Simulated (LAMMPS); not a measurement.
LAMMPS 22 Jul 2025, classical MD, EAM (NiAlH_jea.eam.alloy): NiAl, 2662 atoms.

```
Item                                                                                     Result
-----------------------------------------------  ----------------------------------------------
task                                                                                    MD, nve
potential                                                              EAM, NiAlH_jea.eam.alloy
copies of the repeat unit                                                              11×11×11
shape (slab and sphere leave vacuum in the box)                                            bulk
neighbor skin                                                                               2 Å
neigh_modify                                                          every 1 delay 0 check yes
newton                                                                             on (default)
atom_modify sort (bins of 2 Å where set)                                         1000 (default)
comm_style                                                                      brick (default)
box                                                                        31.8 × 31.8 × 31.8 Å
start                                            generated B2 lattice, warmed in an untimed run
```

All runs start from one configuration, warmed at this fixed volume for 1000 steps under a thermostat at 600 K. The run at the shortest step has a mean temperature of 608 K and a mean pressure of -0.0 GPa.

Each run covers about 2.0 ps at constant energy (mean temperature 608 K at the shortest step); σ is the standard deviation over the printed steps. Each setting ran once; only counts and results are compared.

Steps tried: 0.5 fs, 1 fs, 2 fs, 2.5 fs, 4 fs, 5 fs, 8 fs, 10 fs, 16 fs, 20 fs, 32 fs.

Q: Choose the longest time step that keeps σ(total energy)/σ(kinetic energy) under 1 %.

A: 2.5 fs. The run fails or blows up at 20 fs, 32 fs.

```json
[
 {"time step": "0.5 fs", "σ(E total)/σ(E kinetic)": "0.00022", "last minus first total energy (meV/atom)": "under 0.001", "mean temperature (K)": "608"},
 {"time step": "1 fs", "σ(E total)/σ(E kinetic)": "0.00090", "last minus first total energy (meV/atom)": "under 0.001", "mean temperature (K)": "607"},
 {"time step": "2 fs", "σ(E total)/σ(E kinetic)": "0.0036", "last minus first total energy (meV/atom)": "−0.0020", "mean temperature (K)": "607"},
 {"time step": "2.5 fs", "σ(E total)/σ(E kinetic)": "0.0057", "last minus first total energy (meV/atom)": "−0.0020", "mean temperature (K)": "606"},
 {"time step": "4 fs", "σ(E total)/σ(E kinetic)": "0.015", "last minus first total energy (meV/atom)": "+0.0078", "mean temperature (K)": "604"},
 {"time step": "5 fs", "σ(E total)/σ(E kinetic)": "0.023", "last minus first total energy (meV/atom)": "+0.029", "mean temperature (K)": "602"},
 {"time step": "8 fs", "σ(E total)/σ(E kinetic)": "0.063", "last minus first total energy (meV/atom)": "+0.15", "mean temperature (K)": "594"},
 {"time step": "10 fs", "σ(E total)/σ(E kinetic)": "0.10", "last minus first total energy (meV/atom)": "+0.53", "mean temperature (K)": "586"},
 {"time step": "16 fs", "σ(E total)/σ(E kinetic)": "0.78", "last minus first total energy (meV/atom)": "+6.1", "mean temperature (K)": "560"},
 {"time step": "20 fs", "σ(E total)/σ(E kinetic)": "stops: Lost atoms", "last minus first total energy (meV/atom)": "—", "mean temperature (K)": "—"},
 {"time step": "32 fs", "σ(E total)/σ(E kinetic)": "stops: Lost atoms", "last minus first total energy (meV/atom)": "—", "mean temperature (K)": "—"}
]
```

The bar is a choice.
